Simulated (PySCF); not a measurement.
PySCF 2.14.0, HF/def2-svp, df: Mo(NMe)(S)(OMe)2 (C[N]=[Mo](=[S])([O]C)[O]C), 17 atoms. The geometry is a generated start, not checked to be a minimum at this level.

```
Item                                                Result
-------------------------  -------------------------------
task                                                energy
method                                                  hf
basis                                             def2-svp
two-electron scheme                        density fitting
mol.max_memory                                     3000 MB
mf.max_cycle                                           100
mf.init_guess                              minao (default)
mf.DIIS                                    CDIIS (default)
mf.diis_space                                  8 (default)
mf.conv_tol                                1e-09 (default)
effective core potentials  those of the basis set, past Kr
basis functions                                        178
```

```xyz
17

Mo     0.0341     0.4868     0.2379
N     -1.3751    -0.4733    -0.0901
C     -2.5885    -1.1748    -0.2730
H     -2.9501    -1.0752    -1.3028
H     -2.4574    -2.2415    -0.0541
H     -3.3556    -0.7763     0.4045
S     -0.6840     2.2394     1.2955
O      1.1050    -0.3253     1.3929
C      1.6526    -1.0281     2.4535
H      0.9960    -1.8719     2.7192
H      2.6468    -1.4131     2.1836
H      1.7508    -0.3609     3.3243
O      0.7699     1.1283    -1.2444
C      1.0584     1.6203    -2.5070
H      1.1017     0.7960    -3.2337
H      0.2703     2.3264    -2.8097
H      2.0252     2.1431    -2.4966
```

Charge 0 and multiplicity 1 are set for this test and not shown to be the ground state.

One run each on 2 threads, 1 BLAS thread. Values of level_shift (Hartree) tried: 0 (default), 0.1, 0.3, 1.

Q: Which value of level_shift (Hartree) needs the fewest Fock builds, and what happens away from it?

A: Fewest Fock builds, within one of each other: 0 (default) with 18, 0.1 with 19. The count rises to 32 at 1. All converge to one solution.

```csv
level_shift (Hartree),Fock builds,end
0 (default),18,same solution
0.1,19,same solution
0.3,21,same solution
1,32,same solution
```
